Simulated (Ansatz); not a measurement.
Results of HSE06 in Ansatz (plane waves, PAW) for LuAlO₃ (Pnma, No. 62, 20 atoms in the cell; start mp-755574).

Settings: plane-wave cutoff 460 eV, 4×4×4 k mesh, Fermi–Dirac smearing 0.01 eV, scalar-relativistic PAW data made under PBE.

Cell (relaxed with PBEsol):

```cif
data_Al4Lu4O12
_chemical_formula_sum 'Lu4 Al4 O12'
_space_group_name_H-M_alt 'P 1'
_space_group_IT_number 1
_cell_length_a 5.33091
_cell_length_b 7.30382
_cell_length_c 5.08350
_cell_angle_alpha 90.000
_cell_angle_beta 90.000
_cell_angle_gamma 90.000
loop_
_space_group_symop_operation_xyz
  'x, y, z'
loop_
_atom_site_label
_atom_site_type_symbol
_atom_site_fract_x
_atom_site_fract_y
_atom_site_fract_z
_atom_site_occupancy
Lu1 Lu 0.93555 0.75000 0.01695 1
Lu2 Lu 0.06445 0.25000 0.98305 1
Lu3 Lu 0.56445 0.25000 0.51695 1
Lu4 Lu 0.43555 0.75000 0.48305 1
Al1 Al 0.50000 0.00000 0.00000 1
Al2 Al 0.00000 0.00000 0.50000 1
Al3 Al 0.00000 0.50000 0.50000 1
Al4 Al 0.50000 0.50000 0.00000 1
O1 O 0.47004 0.25000 0.09918 1
O2 O 0.52996 0.75000 0.90082 1
O3 O 0.02996 0.75000 0.59918 1
O4 O 0.97004 0.25000 0.40082 1
O5 O 0.20007 0.55139 0.19832 1
O6 O 0.79993 0.44861 0.80168 1
O7 O 0.29993 0.44861 0.69832 1
O8 O 0.70007 0.55139 0.30168 1
O9 O 0.70007 0.94861 0.30168 1
O10 O 0.29993 0.05139 0.69832 1
O11 O 0.79993 0.05139 0.80168 1
O12 O 0.20007 0.94861 0.19832 1
```

Task: Give the computed band gap.

Result: 
- band gap = 7.79 eV (on the SCF k mesh)

Note: cell and atoms aren't relaxed at this level (pressure 1.1 GPa).

Spin–orbit coupling is not included.

Computed values are for the static lattice.

Computing time: very roughly 11 core-minutes.

A start named mp-… is a Materials Project structure, which need not be a measured phase.

Ansatz is a program for electronic structure.
